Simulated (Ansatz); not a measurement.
Consider the following.

End structure of a constructed model of the (111)B surface of zinc-blende CdTe, Te-terminated, 2x2 Te adatom at T1 (bottom of the slab: 2 H on 4 bottom sites):

```xyz
35
Lattice="9.3621 0.0000 0.0000 -4.6810 8.1078 0.0000 0.0000 0.0000 33.5000" Properties=species:S:1:pos:R:3 pbc="T T T"
Cd     2.5320     1.2407     9.5651
Cd     6.9815     1.3754    10.7283
Cd    -0.0408     5.4279    10.7283
Cd     4.8719     5.2950     9.5695
Te     0.1265     2.6296    10.9533
Te     4.5924     2.7527    10.9720
Te    -2.4283     6.8082    10.9720
Te     2.4655     6.6843    10.9547
Cd     0.0000     2.7026    13.8362
Cd     4.6810     2.7026    13.8362
Cd    -2.3405     6.7565    13.8362
Cd     2.3405     6.7565    13.8362
Te     0.0000     0.0000    14.7917
Te     4.6810     0.0000    14.7917
Te    -2.3405     4.0539    14.7917
Te     2.3405     4.0539    14.7917
Cd    -0.0013    -0.0125    17.6593
Cd     4.6815    -0.0003    17.6567
Cd    -2.3523     4.0607    17.6680
Cd     2.3507     4.0613    17.6593
Te     2.3351     1.3545    18.6239
Te     7.0262     1.3542    18.6275
Te    -0.0002     5.3998    18.6275
Te     4.6795     5.4061    18.6218
Cd     2.6298     1.1843    21.4875
Cd     6.7293     1.1845    21.4915
Cd    -0.0017     5.7417    21.4915
Cd     4.6800     5.4058    21.5018
Te    -0.0009     2.7031    22.2525
Te     4.6787     2.7476    22.6242
Te    -2.3806     6.7361    22.6242
Te     2.3777     6.7350    22.6245
H      2.3393     1.3520     7.8703
H      4.6767     5.4077     7.8750
Te     0.0022     2.7013    24.8943
```

Model: 35-atom slab, 17.1 Å thick at the start with caps and adatoms, 3x3x1 mesh, Fermi-Dirac 0.025 eV, dipole correction, 8 atoms held, the rest relaxed; symmetry of the start imposed; no spin (no spin-polarised run to compare, though such a face may carry moments), no spin-orbit, no U. The slab shows no gap over 0.04 eV on its mesh. In PBE it lies 0.13 eV a 1x1 cell over the lowest computed structure of the same composition (2x2 Te adatom at T4).

Task: What is the computed work function of the top face (PBE (Ansatz, an electronic-structure program))?

Result: 5.48 eV
